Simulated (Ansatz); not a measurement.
The reference is BaTiO₃ (space group P4mm, No. 99; a = 3.9554 Å, c = 4.0442 Å).

One thing is altered: every lattice vector is shortened by 2.34 %, atoms relaxed at fixed cell.

All numbers come from PBEsol/PAW in Ansatz (an electronic-structure program), scalar-relativistic without spin-orbit coupling.

Base, band edges from the VBM (valence, conduction): A 0.00, 4.32; M -0.04, 3.76; R -0.27, 3.70; X -0.98, 2.33; Z -0.69, 1.98; Γ -0.37, 1.85 eV.

Problem. Give the band edges at the high-symmetry points of the new zone, measured from its valence-band maximum.

Solution. 
```
point  valence edge (eV)  conduction edge (eV)
-----  -----------------  --------------------
Γ                  -0.13                  1.94
X                  -0.77                  2.20
M                  -0.04                  4.06
Z                  -0.67                  2.08
R                  -0.17                  3.90
A                   0.00                  4.72
```

The gap is 1.94 eV, indirect, A → Γ.

The cells carry an imposed strain or load. Whether these cells are dynamically stable was not tested. All final runs are without spin polarisation.
